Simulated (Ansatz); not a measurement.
We consider MoS₂ (R3m, No. 160, 3 atoms in the cell; start mp-1434; a measured phase of this formula has another space group), described by LDA (Ansatz, an electronic-structure program, plane waves, PAW).

Run with plane-wave cutoff 520 eV, 12×12×12 k mesh, Fermi–Dirac smearing 0.01 eV, no spin polarisation, scalar-relativistic PAW data made under PBE.

Cell (relaxed at this level):

```
CELL_PARAMETERS angstrom
      1.56317     0.90249     5.99208
     -1.56317     0.90249     5.99208
      0.00000    -1.80499     5.99208
ATOMIC_POSITIONS crystal
  Mo 0.99976 0.99976 0.99976
  S  0.41947 0.41947 0.41947
  S  0.24679 0.24679 0.24679
```

Problem. What does this level give for the band gap, smallest direct gap on the k points sampled and direct gap at Γ?

Solution. 
* **band gap**: 0.71 eV
* **smallest direct gap on the k points sampled**: 1.83 eV
* **direct gap at Γ**: 3.12 eV

Spin–orbit coupling is not included.

Static lattice: no zero-point or thermal effects.

Cost on a shared machine: very roughly 27 core-seconds.

A start named mp-… is a Materials Project structure, which need not be a measured phase.
